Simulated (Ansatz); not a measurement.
## Equilibrium lattice constant a of CsCl-type LiH (model structure) at several levels of theory

No measured value is used here.

Question: Put these levels in order of the equilibrium lattice constant a that they give for CsCl-type LiH (model structure), smallest first: LDA (Ansatz, an electronic-structure program), PBE (Ansatz), PBEsol (Ansatz).

Answer: LDA (2.446 Å), PBEsol (2.491 Å), PBE (2.507 Å)

Ansatz's density-functional and Hartree–Fock values are scalar-relativistic unless marked +SOC, with PAW data made under PBE.

A model structure was made by putting elements into a prototype or built by hand; it is no filed structure, need not be a known phase, and can be a saddle point held by its symmetry.
